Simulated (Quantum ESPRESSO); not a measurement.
# Habitual settings against a tight run: MgSc₃ (P-6m2, 4 atoms in the cell)

Self-consistent single point.

```xyz
4
Lattice="3.2200 0.0000 0.0000 -1.6100 2.7886 0.0000 0.0000 0.0000 10.4482" Properties=species:S:1:pos:R:3 pbc="T T T"
Mg     0.0000     0.0000     5.2241
Sc     0.0000     1.8591     7.8746
Sc     0.0000     1.8591     2.5736
Sc     0.0000     0.0000     0.0000
```
Moments meant for the start (each program seeds them in its own way; μB, in the order of the atoms Mg Sc Sc Sc): 0.0 1.0 1.0 1.0.

Level of theory: LDA (PZ), GBRV 1.5 ultrasoft (LDA) pseudopotentials (plane waves; Quantum ESPRESSO).

Base settings: ecutwfc = 50 Ry; ecutrho = 400 Ry; occupations = smearing; smearing = gauss; degauss = 0.0036749 Ry; nspin = 2; potentials = {Mg: mg_lda_v1.4.uspp.F.UPF, Sc: sc_lda_v1.uspp.F.UPF}; K_POINTS = automatic 11 11 3 0 0 0; conv_thr = 1e-10 Ry; mixing_beta = 0.4.

Tight run (finer mesh or higher cutoff; not a proven limit): ecutwfc: 50 Ry → 70 Ry; ecutrho: 400 Ry → 560 Ry; conv_thr: 1e-10 Ry → 7.3e-11 Ry; K_POINTS: automatic 11 11 3 0 0 0 → automatic 15 15 5 0 0 0. It gave Fermi level (on the code's own zero) 8.38 eV; pressure -2.31 GPa; largest force (vector length) 0.266 eV/Å; size of the cell's spin moment 0.00 μB.

Quick runs, as changes from the base:
- A: the base itself
- B: ecutwfc: 50 Ry → 35 Ry; ecutrho: 400 Ry → 280 Ry; K_POINTS: automatic 11 11 3 0 0 0 → automatic 8 8 8 0 0 0

Energies are extrapolated to zero smearing width, which holds to low order in the width alone (under cold and Methfessel-Paxton smearing the free energy itself is taken).

The count of work is k-points × plane waves × bands × iterations; it is no time. Core times come from one kind of shared machine and are given to one figure; runs under 30 s give none.

The starting cell comes from a database of computed structures (which also holds hypothetical and non-ambient phases and stackings), without a prior relaxation at this level. Its lattice was rescaled by a random factor within 2.5 % of one. The starting moments vanished: the run ended non-magnetic.

| run | energy less tight (meV/atom) | pressure less tight (GPa) | count of work / tight | core time / tight (rough) |
|---|---|---|---|---|
| A | 2.2 | 0.01 | 0.24 | 0.3 |
| B | 7.5 | -0.34 | 0.22 | 0.2 |

Among the runs at the tight run's level, the energy misses run from 2.2 to 7.5 meV/atom.

Left out of this page: 4 runs of the series outside the window shown, repeating another row's setting, or not comparable.
